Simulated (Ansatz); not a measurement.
# How the lattice constant a of BAs (model structure, Pm-3m, No. 221, 2 atoms in the cell) moves with the method

No measured value is used here.

```csv
level (code),value (Å)
LDA (Ansatz),2.884
PBE (Ansatz),…
PBEsol (Ansatz),…
PBE-D3(BJ) (Ansatz),2.894
r²SCAN (Ansatz),2.934
r²SCAN+rVV10 (Ansatz),2.926
```

**Question.** Some entries are withheld; supply them.

**Answer.** 
- PBE (Ansatz, a first-principles code), value (Å): 2.937
- PBEsol (Ansatz), value (Å): 2.900

Cutoffs differ between the levels. Ansatz's density-functional and Hartree–Fock values are scalar-relativistic unless marked +SOC, with PAW data made under PBE.

A model structure was made by putting elements into a prototype or built by hand; it is no filed structure, need not be a known phase, and can be a saddle point held by its symmetry.
